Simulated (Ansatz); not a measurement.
Results of BLYP (Ansatz, a first-principles code, PAW) for AlB2-type HfB2.

Run with plane-wave cutoff 520 eV, 24×24×16 k mesh (along the axes of the cell as run), Fermi–Dirac smearing 0.05 eV, scalar-relativistic PAW data made under PBE.

Energies at three volumes about the minimum:

| V (Å³/atom) | E − E_lowest (meV/atom) |
|---|---|
| 10.029 | 3.05 |
| 10.234 | 0.00 |
| 10.438 | 2.85 |

Problem. Fit a parabola by hand: where is the minimum, and what is the bulk modulus?

Solution. Slopes: (0.00 − 3.05)/(10.234 − 10.029) = -14.878 and (2.85 − 0.00)/(10.438 − 10.234) = 13.971 meV/Å³. Curvature E″ = 2 × (13.971 − (-14.878))/(10.438 − 10.029) = 141.071 meV/Å⁶. From the middle of the first interval, the slope vanishes at V0 = 10.1315 − (-14.878)/141.071 = 10.237 Å³/atom. B = V0 E″ = 10.237 × 141.071 meV/Å³ × 0.1602 GPa per meV/Å³ = 231 GPa. The full Birch–Murnaghan fit to all volumes gives V0 = 10.234 Å³/atom and B0 = 231 GPa.

Shape and atoms are relaxed at each volume.

Measured, for comparison: bulk modulus 282 GPa (room temperature, not corrected to a static lattice, hydrostatic curve from radial diffraction; as tabulated in Experimental and computational studies of compression and deformation behavior …); equilibrium volume per atom 9.91 Å³/atom (room temperature, not corrected to a static lattice; as tabulated in Burrage et al. (2022), doi:10.3390/ma15082762). Computed (rounded) less measured: bulk modulus -18 %, equilibrium volume per atom +3.2 %.

Note: the bulk modulus comes from volumes at which shape and atoms were relaxed.
